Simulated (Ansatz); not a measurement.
Start from TiSe₂ in the CdI2 type structure (space group P-3m1, No. 164; layered, stacked along the Cartesian z axis).

```
CELL_PARAMETERS angstrom
      3.48104     0.00000     0.00000
     -1.74052     3.01467     0.00000
      0.00000     0.00000     5.87186
ATOMIC_POSITIONS crystal
  Ti 0.00000 0.00000 0.00000
  Se 0.66667 0.33333 0.26465
  Se 0.33333 0.66667 0.73535
```

The values are results of PBE-D3(BJ) (Ansatz, an electronic-structure program), spin-orbit coupling left out, not measurements.

One change was made to it. Results:

```csv
quantity,base,after
c/a ratio,1.687,1.670
lattice parameter a,3.481 Å,3.449 Å
band gap,zero,zero
```

Question: What was done to the base?
A) pressure 1.8 GPa
B) pressure 60 GPa
C) pressure −2 GPa
D) pressure 45 GPa

Answer: A, pressure 1.8 GPa. For comparison, the lattice parameter a in the other runs: pressure 45 GPa gives 3.058 Å; pressure 60 GPa gives 2.985 Å; pressure −2 GPa gives 3.521 Å.

Load acts through the strain it causes; cell and atoms are relaxed under it. Whether these cells are dynamically stable was not tested. No other phases were tried under pressure. The final runs are not spin-polarised.
